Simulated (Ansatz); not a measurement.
**Short convergence ladders for CdF₂ (Fm-3m, 3 atoms in the cell)**

```xyz
3
Lattice="0.0000 2.6869 2.6869 2.6869 0.0000 2.6869 2.6869 2.6869 0.0000" Properties=species:S:1:pos:R:3 pbc="T T T"
Cd     0.0000     0.0000     0.0000
F      1.3435     1.3435     1.3435
F      4.0304     4.0304     4.0304
```

Base method: LDA (PW92), default PAW files made with PBE (plane waves; Ansatz, an electronic-structure program).

Base settings: basis.ecutwfc = 420 eV; kpoints.mp_grid.grid = 8 8 8; hamiltonian.xc = lda; hamiltonian.pseudopotentials = {kind: paw} (the program's default PAW files); scf.occupations.method = fermi_dirac; scf.occupations.width = 0.02 eV.

The count of work is k-points × plane waves × bands × iterations; it is no time. Core times come from one kind of shared machine, to one figure; runs under 30 s give none.

**Zone-centre phonons against the cutoff**

In this ladder: scf.occupations.method = fixed; scf.occupations.width = default; phonons.method = dfpt; phonons.dielectric = true; phonons.rigid_motions = translations.

The mesh stays at the base's, so the ladder's end is converged at best in this setting alone.

Frequencies are those of the unrelaxed cell, without the LO-TO term of polar crystals.

Only quantities that move along the ladder and can be compared are tabulated.

ε∞ and Born charges come from denser meshes that the program picks itself.

| basis.ecutwfc | highest zone-centre frequency (cm⁻¹) | lowest optical frequency (cm⁻¹) | largest Born charge (mean of the diagonal) (e) | mean ε∞ | core time / last (rough) |
|---|---|---|---|---|---|
| 210 eV | 317.3 | 181.1 | 2.532 | 2.901 | 1 |
| 250 eV | 333.4 | 175.5 | 2.464 | 2.903 | – |
| 295 eV | 272.4 | 166.6 | 2.454 | 2.934 | 0.4 |
| 355 eV | 288.5 | 209.6 | 2.467 | 2.942 | 0.6 |
| 420 eV | 294.0 | 207.5 | 2.469 | 2.945 | 0.5 |
| 505 eV | 294.0 | 207.9 | 2.469 | 2.946 | 0.7 |
| 630 eV | 294.0 | 208.0 | 2.469 | 2.946 | 1 |

Coarsest basis.ecutwfc that holds the largest Born charge (mean of the diagonal) within 0.01 e of the last step, with all finer ones: 355 eV; the step before is off by 0.015 e.

Coarsest basis.ecutwfc that holds the lowest optical frequency within 5 cm⁻¹ of the last step, with all finer ones: 355 eV; the step before is off by 41 cm⁻¹.

Coarsest basis.ecutwfc that holds the mean ε∞ within 0.01 of the last step, with all finer ones: 355 eV; the step before is off by 0.012.

**Zone-centre phonons against the SCF threshold**

In this ladder: scf.occupations.method = fixed; scf.occupations.width = default; phonons.method = dfpt; phonons.dielectric = true; phonons.rigid_motions = translations.

The mesh stays at the base's, so the ladder's end is converged at best in this setting alone.

Only quantities that move along the ladder and can be compared are tabulated.

ε∞ and Born charges come from denser meshes that the program picks itself.

```csv
scf.convergence.dr2_threshold,largest Born charge (mean of the diagonal) (e)
0.001 eV,2.525
1e-05 eV,2.469
1e-07 eV,2.469
1e-09 eV,2.469
1e-11 eV,2.469
```

Coarsest scf.convergence.dr2_threshold that holds the largest Born charge (mean of the diagonal) within 0.02 e of the last step, with all finer ones: 1e-05 eV; the step before is off by 0.056 e.

**The size of the supercell around a displaced atom**

On CdF2 (Fm-3m, 6 atoms in the cell), and larger cells.

Steps: 2 x 1 x 1 supercell, one Cd atom moved by 0.02 angstrom along z; 2 x 2 x 1 supercell, one Cd atom moved by 0.02 angstrom along z; and so on, with the mesh thinned in proportion.

Only quantities that move along the ladder and can be compared are tabulated.

```csv
atoms,largest change of a force by the displacement (eV/Å),count of work / last,core time / last (rough)
6,0.1250,0.068,0.06
12,0.1697,0.13,0.07
24,0.1487,0.18,0.10
36,0.1513,0.82,0.6
54,0.1551,1.0,1
```

Smallest size that holds the largest change of a force by the displacement within 0.005 eV/Å: not settled: the last two steps still differ by 0.0038 eV/Å, over half the tolerance, so the ladder does not show it.

On the base run: the starting cell has typed, rounded lattice constants, without a prior relaxation at this level. Its lattice was rescaled by up to half a per cent. In the base run, with a pressure of about -5 GPa the cell is away from its equilibrium volume at this level.

Left out of this page: 1 run of the series outside the window shown, repeating another row's setting, or not comparable.

Keys are those of Ansatz 0.2.
